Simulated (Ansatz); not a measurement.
Given:

```yaml
crystal:
  lattice:
    - [0.00000, 2.80797, 2.78004]
    - [2.80797, 0.00000, 2.78004]
    - [2.80797, 2.80797, 0.00000]
  atoms:
    - { symbol: Cl, position: [0.00000, 0.00000, 0.00000] }
    - { symbol: Na, position: [0.50000, 0.50000, 0.50000] }
```

No spin polarisation.

All numbers come from r2SCAN, PAW, 500 eV (Ansatz, a quantum-chemistry and plane-wave program; no spin-orbit coupling). k-mesh 10×10×10 (Γ-centred); smearing 0.05 eV (Fermi–Dirac).

Problem. Estimate the electron mass.

Solution. 0.40 mₑ (at Γ).

Problem. What is the computed band gap?

Solution. 5.99 eV.

Problem. Predict the space group.

Solution. I4/mmm (No. 139).

Load acts through the strain it causes; cell and atoms are relaxed under it. Masses are band curvatures over ±0.01 Å⁻¹ around the edge. Stability under load was not tested beyond the relaxation. The cell was made from NaCl in the rock salt structure (space group Fm-3m, No. 225) by this change: uniaxial stress, 0.5 GPa compression along z.
